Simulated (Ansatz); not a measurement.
An Ansatz (an electronic-structure program) input (DFT with PBE, PAW potentials and a 420 eV plane-wave cutoff in Ansatz, spin-orbit coupling left out):

Ansatz 0.2 input:
```yaml
crystal:
  lattice:
    - [-1.3934065436, 1.3934065436, 5.8992420274]
    - [1.3934065436, -1.3934065436, 5.8992420274]
    - [1.3934065436, 1.3934065436, -5.8992420274]
  atoms:
    - { symbol: Pt, position: [0.6629434145, 0.6629434145, 0] }
    - { symbol: Ir, position: [0, 0, 0] }
    - { symbol: Pt, position: [0.3370565855, 0.3370565855, 0] }
basis: { ecutwfc: 420, ecutrho_ratio: 4, xc_grid: 2, fft_grid_basis: typed }
kpoints: { mp_grid: { grid: [23, 23, 23] } }
hamiltonian:
  xc: pbe
  dispersion: none
  pseudopotentials: { kind: paw }
scf: { occupations: { method: fermi_dirac, width: 0.05 }, convergence: { dr2_threshold: 0.0000000003 } }
output: { forces: true, stress: true }
checkpoint: { write: state.ck, write_every: 1000 }
```

Question: Which symmetry and how many k-points will the program report, and about how many plane waves at Γ?

Answer: Space group I4/mmm (ITA 139) with 16 operations, k-points 936 of 12167, and 927 plane waves at Γ.

Each cell is one ordered arrangement of few atoms, which overstates ordering effects compared with a random alloy. No phonon test of stability was made. The final runs are not spin-polarised. An odd electron count without spin: IrPt2. The cell was made from Pt by this change: x(Ir) = 0.333, 3 atoms, I4/mmm. IrPt2 has a high density of states at the Fermi level and may be magnetic at this level.
